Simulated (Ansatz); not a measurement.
**HgO (P3₁21, No. 152, 6 atoms in the cell; start mp-7826; a measured phase of this formula has another space group)**

Method: PBE0 (plane waves, PAW; Ansatz, a quantum-chemistry and plane-wave program).

Settings: plane-wave cutoff 500 eV, 12×12×4 k mesh (along the axes of the cell as run), gaussian smearing 0.02 eV, scalar-relativistic PAW data made under PBE.

Cell (relaxed with PBEsol):

```
CELL_PARAMETERS angstrom
      3.61515     0.00000     0.00000
     -1.80757     3.13081     0.00000
      0.00000     0.00000     8.73934
ATOMIC_POSITIONS crystal
  Hg 0.23414 0.23414 0.50000
  Hg 0.76586 0.00000 0.83333
  Hg 0.00000 0.76586 0.16667
  O  0.54956 0.54956 0.00000
  O  0.45044 0.00000 0.33333
  O  0.00000 0.45044 0.66667
```

| Quantity | Result |
|---|---|
| band gap | 3.35 eV (on the SCF k mesh) |

Note: cell and atoms aren't relaxed at this level (pressure 1.2 GPa).

Spin–orbit coupling is not included.

Static lattice: no zero-point or thermal effects.

Cost on a shared machine: about 10 core-minutes (a rough figure).

A start named mp-… is a Materials Project structure, which need not be a measured phase.
